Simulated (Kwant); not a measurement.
Model system: GaN/Al0.2Ga0.8N stack with 1 barrier. One parabolic valley. Leads of mass 0.2 mₑ with the band edge at 0; grid 0.1 nm; bias 0 V, dropping linearly over the stack.

```
layer  thickness (nm)  band offset (eV)  mass (mₑ)
-----  --------------  ----------------  ---------
1                 2.1              0.35       0.22
```

The device is made up for the run: typed textbook-type constants, with dimensions and the other settings drawn at random.

Model: one-band effective-mass tight-binding model in one dimension, coherent, no space charge (Kwant).

Q: Work out the transmission below the barrier top from T = 1/(1 + ((ζ + 1/ζ)/2)² sinh²(κa)), ζ = (k/m_lead)/(κ/m_barrier).

A: E = 0.05474 eV: k = 0.5360 nm⁻¹, κ = 1.306 nm⁻¹, ζ = 0.4516, T = 0.00934. The simulation gives 0.00940, the same within the digits that matter. E = 0.1475 eV: k = 0.8798 nm⁻¹, κ = 1.081 nm⁻¹, ζ = 0.8950, T = 0.0412. The simulation gives 0.0413, the same within the digits that matter. E = 0.227 eV: k = 1.091 nm⁻¹, κ = 0.8429 nm⁻¹, ζ = 1.424, T = 0.0982. The simulation gives 0.0981, the same within the digits that matter. What differs comes from the grid.
